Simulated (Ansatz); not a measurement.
System: CsCl-type CuZn. Method: r²SCAN+rVV10 (plane waves, PAW; Ansatz, an electronic-structure program).

Run with plane-wave cutoff 560 eV, 18×18×18 k mesh, Fermi–Dirac smearing 0.05 eV, no spin polarisation, scalar-relativistic PAW data made under PBE.

The volume scan:

```
V (Å³/atom)  E − E_lowest (meV/atom)  P (GPa)
-----------  -----------------------  -------
11.539                         21.92    10.13
11.785                          9.36     6.35
12.030                          2.25     2.99
12.276                          0.00     0.01
12.521                          2.06    -2.64
12.767                          7.95    -5.00
13.012                         17.24    -7.09
```

Problem. Estimate the bulk modulus from the pressures at 12.030 and 12.521 Å³/atom, and compare it with a fit to all energies.

Solution. B = −V dP/dV. Between V = 12.030 and 12.521 Å³/atom, dP/dV = (-2.64 − (2.99))/(12.521 − 12.030) = -11.5 GPa per Å³/atom; at the midpoint 12.276 Å³/atom this gives B ≈ 141 GPa. The third-order Birch–Murnaghan fit gives V0 = 12.276 Å³/atom, B0 = 140 GPa, B′ = 4.9, which lies within 1 % of that estimate.

Measured, for comparison: bulk modulus 116 GPa (temperature not stated, not corrected to a static lattice; as tabulated in Nepal et al. (2020), arXiv:2007.11150); equilibrium volume per atom 12.93 Å³/atom (temperature not stated, not corrected to a static lattice; as tabulated in First-Principles Study on the Electrical and Thermal Conductivities of Cu–Zn …). Computed (rounded) less measured: bulk modulus +21 %, equilibrium volume per atom -5.0 %.

The computed numbers hold no vibrational or temperature effects.
